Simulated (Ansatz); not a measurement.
How the smallest direct gap on the k points sampled of Ca2Nb2O7 (Fd-3m, No. 227; start mp-4155) moves with the method

No measured value is used here.

| level (code) | value (eV) |
|---|---|
| LDA (Ansatz) | 1.70 |
| PBEsol+SOC (Ansatz) | 1.70 |
| r²SCAN+SOC (Ansatz) | 1.99 |

Computed values are for a static lattice. Spin–orbit coupling is included only where a level's name says +SOC; with heavier elements it mostly lowers gaps and can invert bands.  Values are at the PBEsol cell. Cutoffs differ between the levels. Ansatz's density-functional and Hartree–Fock values are scalar-relativistic unless marked +SOC, with PAW data made under PBE.

A start named mp-… is a Materials Project structure, which can be a computed phase never made.

Ansatz is a program for electronic structure.
